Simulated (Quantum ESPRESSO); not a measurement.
Effort and miss along a sweep of K_POINTS: CaBi3 (Pm-3m, 4 atoms in the cell)

```yaml
crystal:
  lattice:
    - [5.04167, 0.00000, 0.00000]
    - [0.00000, 5.04167, 0.00000]
    - [0.00000, 0.00000, 5.04167]
  atoms:
    - { symbol: Ca, position: [0.50000, 0.50000, 0.50000] }
    - { symbol: Bi, position: [0.50000, 0.00000, 0.00000] }
    - { symbol: Bi, position: [0.00000, 0.50000, 0.00000] }
    - { symbol: Bi, position: [0.00000, 0.00000, 0.50000] }
```

Level of theory: PBEsol, PseudoDojo standard norm-conserving (PBESOL) pseudopotentials (plane waves; Quantum ESPRESSO).

Base settings: ecutwfc = 70 Ry; occupations = smearing; smearing = fermi-dirac; degauss = 0.0099958 Ry; potentials = {Ca: Ca.upf, Bi: Bi.upf}; K_POINTS = automatic 5 5 5 0 0 0; conv_thr = 1e-10 Ry.

Misses are taken against the tightest run, automatic 13 13 13 0 0 0, which need not be fully converged itself. The energy is the free energy per atom.

The count of work is k-points × plane waves × bands × iterations; it is no time, and leaves out set-up, grids and terms that scale otherwise. Core times come from one kind of shared machine and are given to one figure; runs under 30 s give none.

The starting cell comes from a database of computed structures (which also holds hypothetical and non-ambient phases and stackings), without a prior relaxation at this level. Its lattice was rescaled by a random factor within 2.5 % of one. In the base run, with a pressure of about -3 GPa the cell is away from its equilibrium volume at this level.

| K_POINTS | energy less reference (meV/atom) | pressure less reference (GPa) | count of work / reference | core time / reference (rough) |
|---|---|---|---|---|
| automatic 1 1 1 0 0 0 | 1869.45 | 10.34 | 0.025 | – |
| automatic 2 2 2 0 0 0 | 41.06 | 0.23 | 0.048 | 0.08 |
| automatic 3 3 3 0 0 0 | 17.70 | 0.22 | 0.047 | 0.09 |
| automatic 4 4 4 0 0 0 | -19.36 | -0.12 | 0.12 | 0.2 |
| automatic 5 5 5 0 0 0 | 1.94 | -0.02 | 0.11 | 0.2 |
| automatic 6 6 6 0 0 0 | 1.92 | 0.02 | 0.24 | 0.4 |
| automatic 7 7 7 0 0 0 | 5.07 | 0.08 | 0.24 | 0.3 |
| automatic 9 9 9 0 0 0 | 0.50 | 0.01 | 0.42 | 0.5 |
| automatic 10 10 10 0 0 0 | -0.73 | -0.01 | 0.59 | 0.7 |
| automatic 13 13 13 0 0 0 | 0.00 | 0.00 | 1.0 | 1 |

Coarsest setting among those run that, with all tighter ones, holds the energy within 10 meV/atom of the reference: automatic 5 5 5 0 0 0, off by 1.9 meV/atom; it needs 0.11 of the reference's count of work and about 0.2 of the reference's time.

The step from automatic 2 2 2 0 0 0 to automatic 7 7 7 0 0 0: it takes the miss in the energy from 41 to 5.1 meV/atom, for 5.0 times the count of work and roughly 3 times the time.
